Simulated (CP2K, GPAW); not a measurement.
A CP2K input for a self-consistent single point of ScBPt₃ (Pm-3m, 5 atoms in the cell) (DFT PBEsol, GPW, DZVP-MOLOPT-SR-GTH basis, GTH-PBE potentials (GTH_POTENTIALS)):

```
&GLOBAL
  PROJECT run
  RUN_TYPE ENERGY_FORCE
  PRINT_LEVEL MEDIUM
&END GLOBAL
&FORCE_EVAL
  METHOD Quickstep
  STRESS_TENSOR ANALYTICAL
  &DFT
    BASIS_SET_FILE_NAME BASIS_MOLOPT
    POTENTIAL_FILE_NAME GTH_POTENTIALS
    &QS
      METHOD GPW
      EPS_DEFAULT 1E-11
    &END QS
    &MGRID
      CUTOFF 600
      REL_CUTOFF 50
      NGRIDS 5
    &END MGRID
    &SCF
      SCF_GUESS ATOMIC
      EPS_SCF 1E-6
      MAX_SCF 100
      ADDED_MOS 12
      &DIAGONALIZATION
        ALGORITHM STANDARD
      &END DIAGONALIZATION
      &MIXING
        METHOD BROYDEN_MIXING
        ALPHA 0.3
        NBUFFER 12
        BETA 1.5
      &END MIXING
      &SMEAR ON
        METHOD GAUSSIAN
        SIGMA [eV] 0.05
      &END SMEAR
    &END SCF
    &KPOINTS
      SCHEME MONKHORST-PACK 5 5 5
    &END KPOINTS
    &XC
      &XC_FUNCTIONAL
        &PBE
          PARAMETRIZATION PBESOL
        &END PBE
      &END XC_FUNCTIONAL
    &END XC
    &PRINT
      &MO
        EIGENVALUES T
        OCCUPATION_NUMBERS T
        NDIGITS 8
        FILENAME mo
        &EACH
          QS_SCF 0
        &END EACH
        ADD_LAST NUMERIC
      &END MO
      &MULLIKEN ON
      &END MULLIKEN
    &END PRINT
  &END DFT
  &SUBSYS
    &CELL
      ABC 4.27025800 4.27025800 4.27025800
      ALPHA_BETA_GAMMA 90.00000000 90.00000000 90.00000000
      PERIODIC XYZ
    &END CELL
    &COORD
      SCALED
      Sc       0.00000000     0.00000000     0.00000000
      B        0.50000000     0.50000000     0.50000000
      Pt       0.00000000     0.50000000     0.50000000
      Pt       0.50000000     0.00000000     0.50000000
      Pt       0.50000000     0.50000000     0.00000000
    &END COORD
    &KIND Sc
      BASIS_SET DZVP-MOLOPT-SR-GTH
      POTENTIAL GTH-PBE-q11
    &END KIND
    &KIND B
      BASIS_SET DZVP-MOLOPT-SR-GTH
      POTENTIAL GTH-PBE-q3
    &END KIND
    &KIND Pt
      BASIS_SET DZVP-MOLOPT-SR-GTH
      POTENTIAL GTH-PBE-q18
    &END KIND
  &END SUBSYS
  &PRINT
    &FORCES ON
    &END FORCES
    &STRESS_TENSOR ON
    &END STRESS_TENSOR
  &END PRINT
&END FORCE_EVAL
```

Question: Give the GPAW input for the same structure, mesh, smearing and functional.

Answer: This is the input that was run; spellings and numerical settings could be chosen otherwise.

```python
from ase import Atoms
from ase.units import GPa
from gpaw import GPAW, PW

atoms = Atoms(['Sc', 'B', 'Pt', 'Pt', 'Pt'],
              cell=[[4.270258, 0.000000, 0.000000],
                    [0.000000, 4.270258, 0.000000],
                    [0.000000, 0.000000, 4.270258]],
              positions=[[0.000000, 0.000000, 0.000000],
                         [2.135129, 2.135129, 2.135129],
                         [0.000000, 2.135129, 2.135129],
                         [2.135129, 0.000000, 2.135129],
                         [2.135129, 2.135129, 0.000000]],
              pbc=True)

calc = GPAW(mode=PW(950),
            xc='PBEsol',
            kpts=(5, 5, 5),
            occupations={'name': 'methfessel-paxton', 'width': 0.05, 'order': 0},
            nbands=-11,
            convergence={'forces': 0.001},
            symmetry={'symmorphic': False, 'tolerance': 0.0005},
            maxiter=120)

atoms.calc = calc

energy = atoms.get_potential_energy()
print('Energy (eV):', round(energy, 6))
forces = atoms.get_forces()
print('Forces (eV/Ang):')
print(forces.round(5))
stress = atoms.get_stress()
print('Stress (GPa, Voigt):', (stress / GPa).round(4))
```

Basis, cutoffs, solver keys and any potentials are the target program's own. This input uses DFT PBEsol, plane waves, GPAW PAW datasets PBEsol (made by gpaw-setup).

The starting cell comes from a database of computed structures (which also holds hypothetical and non-ambient phases and stackings), without a prior relaxation at this level. Its lattice was rescaled by a random factor within 2.5 % of one.
